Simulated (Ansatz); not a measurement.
Consider BP in the zinc blende structure (space group F-43m, No. 216; a = 4.520 Å). Axes: x, y, z lie along the cube axes.

Perturbation: uniaxial stress, 2 GPa tension along z, with the cell and atoms free to relax against it.

Levels (all Ansatz, a quantum-chemistry and plane-wave program, PAW): PBEsol (420 eV, no spin-orbit coupling); PBEsol+SOC (420 eV, with spin-orbit coupling).

The geometry is relaxed with PBEsol.

| Quantity | Value |
|---|---|
| PBEsol lowest conduction level above the VBM at special points | X 1.16 eV; M 1.24 eV; S₀ 2.08 eV; S 2.08 eV |
| PBEsol smallest direct gap | 3.34 eV |
| PBEsol valence-band top at Γ | 0.00, 0.00, -0.07 eV |
| PBEsol gap character | indirect, Γ → Γ–X (78 % along) |

**Question.** How does going to PBEsol+SOC change the lowest conduction level above the VBM at special points, smallest direct gap, valence-band top at Γ and gap character?

**Answer.** The lowest conduction level above the VBM at special points goes from X 1.16 eV; M 1.24 eV; S₀ 2.08 eV; S 2.08 eV to X 1.15 eV; M 1.23 eV; S₀ 2.07 eV; S 2.07 eV; the smallest direct gap decreases by 0.04 eV, from 3.34 eV to 3.30 eV; the valence-band top at Γ (three highest Kramers pairs, from the VBM) goes from 0.00, 0.00, -0.07 eV to 0.00, -0.02, -0.09 eV; the gap character remains indirect, Γ → Γ–X (78 % along).

Single points use the geometry relaxed with PBEsol. The spin-orbit shifts are approximate. Load acts through the strain it causes; cell and atoms are relaxed under it. Beyond what the load breaks, stability against distortions was not tested. k-point labels follow each cell's own Brillouin zone.
